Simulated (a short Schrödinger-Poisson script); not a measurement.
Stack: MOS inversion layer, SiO2 on p-type Si(110), at 200 K.

From the gate side: 3.5 nm SiO2; 470 nm Si, acceptors 8.3e17 cm⁻³.

Constants are typed, rounded textbook-type inputs, not results; the design itself was drawn at random and stands for no fabricated device. SiO2: permittivity 3.9, conduction-band edge (eV) 3.15, gap (eV) 9, electron mass (mₑ) 0.5. Si: permittivity 11.7, conduction-band edge (eV) 0, gap (eV) 1.124, Nv at 300 K (cm⁻³) 3.1e19.

Channel valleys (confinement mass, in-plane density-of-states mass, number): Δ4 0.315, 0.324, 4; Δ2 0.19, 0.417, 2. At the gate the conduction-band edge of layer 1 lies 3.6 eV − eVg above the Fermi level of the channel; the field vanishes at the back. Gaps are held at their typed values at every temperature. Mesh 0.03 nm at interfaces.

Solved with a short Schrödinger-Poisson script written for these runs: 1D Poisson equation in equilibrium, electrons quantum, Hartree (BenDaniel-Duke, 12 states a valley, the channel's in-plane mass for all, wave functions ending at the dielectric), parabolic valleys, classical holes, full ionisation, no traps, pinning or gate leakage.

```
Vg (V)  electrons (cm⁻²)  C (μF/cm²)  Δ4 E0 (meV from the Fermi level)  Δ2 E0 (meV from the Fermi level)
------  ----------------  ----------  --------------------------------  --------------------------------
1.05             1.06e10       0.253                             118.9                             147.5
1.2              3.82e11       0.697                              56.7                              86.6
1.35             1.07e12       0.793                              38.2                              69.6
1.5              1.82e12       0.823                              28.3                              61.2
1.65             2.60e12       0.839                              21.4                              55.7
1.8              3.39e12       0.848                              16.1                              51.7
1.95             4.18e12       0.856                              11.7                              48.6
2.1              4.99e12       0.861                               7.8                              46.1
2.25             5.80e12       0.866                               4.4                              44.0
2.4              6.61e12       0.869                               1.3                              42.2
2.55             7.43e12       0.873                              -1.5                              40.6
2.7              8.25e12       0.875                              -4.2                              39.2
2.85             9.07e12       0.878                              -6.6                              37.9
3                9.90e12       0.880                              -9.0                              36.7
3.15             1.07e13       0.882                             -11.3                              35.6
```

Gate voltages with under 1e9 electrons/cm² are left out.

**Question.** At Vg = 3.15 V the lowest Δ4 subband lies at -11.3 meV from the Fermi level. How many electrons does it hold, and what share of all?

**Answer.** The two-dimensional density of states is g m/(πħ²) = 5.41e11 cm⁻² meV⁻¹ (both spins), kT = 17.2 meV, so n = D kT ln(1 + exp(−E/kT)) = 1.00e13 cm⁻², 0.93 of the 1.07e13 cm⁻² in all.

**Question.** Compare the slope of the sheet density between 2.85 and 3.15 V with the geometric capacitance of the layers between gate and channel.

**Answer.** q Δn/ΔV = 0.871 μF/cm²; ε0/Σ(t/ε) = 0.987 μF/cm². The ratio is 0.88: the channel acts as a further capacitance in series.
